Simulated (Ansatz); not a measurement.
Base system: C in the diamond structure (space group Fd-3m, No. 227; a = 3.560 Å).

Level of theory: Ansatz (a first-principles code) r2SCAN, no spin-orbit coupling.

Strains are applied to the cell and any free atomic positions relax.

One change was made to it. Results:

```json
[
 {"quantity": "energy relative to the base (free energy F)", "base": "0 meV/atom", "after": "+6.9 meV/atom"},
 {"quantity": "smallest direct gap", "base": "5.90 eV", "after": "5.81 eV"},
 {"quantity": "hole mass (degenerate bands, along [100])", "base": "0.28, 0.28, 0.47 mₑ (at Γ)", "after": "0.28, 0.28, 0.45 mₑ (at Γ)"},
 {"quantity": "band gap", "base": "4.36 eV", "after": "4.29 eV"}
]
```

### Question
What was done to the base?
A. isotropic strain +0.50 %
B. isotropic strain +3.00 %
C. isotropic strain +1.00 %
D. isotropic strain +2.50 %
E. isotropic strain +1.50 %

### Answer
C, isotropic strain +1.00 %. For comparison, the energy relative to the base in the other runs: isotropic strain +3.00 % gives +59 meV/atom; isotropic strain +0.50 % gives +1.8 meV/atom; isotropic strain +2.50 % gives +42 meV/atom; isotropic strain +1.50 % gives +15 meV/atom.

Masses are band curvatures over ±0.01 Å⁻¹ around the edge. Semilocal Kohn–Sham gaps tend to fall short of experiment. Stability against distortions was not tested.
